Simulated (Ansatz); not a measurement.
The starting structures come from a database of crystals and need not be the phases stable at ambient conditions.

 Where the default PAW files enter, the runs use the earlier of Ansatz's two default sets.

Tunnelling through a barrier is set by its complex band structure: the current falls as exp(−2κd) with the smallest κ.

Input:

```
CELL_PARAMETERS angstrom
      5.58853     0.00000     0.00000
      0.76170     5.98790     0.00000
      2.79427     0.00000     4.94754
ATOMIC_POSITIONS crystal
  Li 0.67492 0.09326 0.00000
  Li 0.32508 0.90674 0.00000
  Ca 0.32037 0.50000 0.35926
  Ca 0.67963 0.50000 0.64074
  Mg 0.23367 0.00000 0.53266
  Mg 0.76633 0.00000 0.46734
  Si 0.13039 0.32134 0.00000
  Si 0.86961 0.67866 0.00000
  N  0.80836 0.39013 0.00000
  N  0.19164 0.60987 0.00000
  N  0.60700 0.80986 0.29056
  N  0.39300 0.19014 0.70944
  N  0.10244 0.19014 0.29056
  N  0.89756 0.80986 0.70944
```

Space group of this cell: C2/m. The cell is taken as given; by PBEsol its mean pressure is -3.1 GPa.

Transport runs along the normal of the first two printed cell vectors.

No gap correction and no spin-orbit coupling; mid-gap values are interpolated between computed energies.

### Question
Give the band gap and the smallest decay constant κ at mid-gap that PBEsol (Ansatz, a first-principles code) yields.

### Answer
Gap 2.76 eV on a 6×6×6 mesh; κ = 0.288 1/Å, at the zone centre.
